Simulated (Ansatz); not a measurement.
```xyz
28
Lattice="13.5000 0.0000 0.0000 0.0000 30.5000 0.0000 0.0000 0.0000 2.9363" Properties=species:S:1:pos:R:3 pbc="T T T"
Mg     5.9096     6.1071     0.0000
O      5.3771     7.2594     1.4682
O      7.7613     5.9566     0.0000
Mg     8.0527     7.1979     1.4682
Mg     5.6632     8.7626     0.0000
O      5.6268    10.1787     1.4682
O      7.8590     8.7408     0.0000
Mg     7.8060    10.1681     1.4682
Mg     5.6920    11.6373     0.0000
O      5.6312    13.0790     1.4682
O      7.8514    11.6302     0.0000
Mg     7.8077    13.0747     1.4682
Mg     5.6897    14.5287     0.0000
O      5.6383    15.9755     1.4682
O      7.8617    14.5245     0.0000
Mg     7.8103    15.9713     1.4682
Mg     5.6923    17.4253     0.0000
O      5.6486    18.8698     1.4682
O      7.8688    17.4210     0.0000
Mg     7.8080    18.8627     1.4682
Mg     5.6940    20.3319     0.0000
O      5.6410    21.7592     1.4682
O      7.8732    20.3213     0.0000
Mg     7.8368    21.7374     1.4682
Mg     5.4473    23.3021     0.0000
O      5.7387    24.5434     1.4682
O      8.1229    23.2406     0.0000
Mg     7.5904    24.3929     1.4682
```

Level of theory: PBE (plane waves to 420 eV, PAW; Ansatz, an electronic-structure program). Mesh 1×1×12. No spin polarisation. It repeats along c; a and b span vacuum. A hypothetical model. Only distortions within the start's symmetry and period were free. On relaxing, bonds broke or formed, so the name tells the start alone.

Problem. Tabulate the two highest filled and two lowest empty levels along the axis, from the valence top.

Solution. 
| k (2π/c) | v2 (eV) | v1 (eV) | c1 (eV) | c2 (eV) |
|---|---|---|---|---|
| 0.000 | 0.00 | 0.00 | 1.11 | 1.12 |
| 0.042 | -0.05 | -0.05 | 1.14 | 1.15 |
| 0.083 | -0.19 | -0.19 | 1.25 | 1.25 |
| 0.125 | -0.38 | -0.38 | 1.40 | 1.41 |
| 0.167 | -0.52 | -0.52 | 1.60 | 1.60 |
| 0.208 | -0.53 | -0.53 | 1.84 | 1.84 |
| 0.250 | -0.50 | -0.50 | 2.12 | 2.12 |
| 0.292 | -0.47 | -0.47 | 2.44 | 2.44 |
| 0.333 | -0.44 | -0.44 | 2.81 | 2.81 |
| 0.375 | -0.41 | -0.41 | – | – |
| 0.417 | -0.39 | -0.39 | – | – |
| 0.458 | -0.38 | -0.38 | – | – |
| 0.500 | -0.37 | -0.37 | – | – |
A dash stands for levels within 1 eV of the vacuum level or above it.
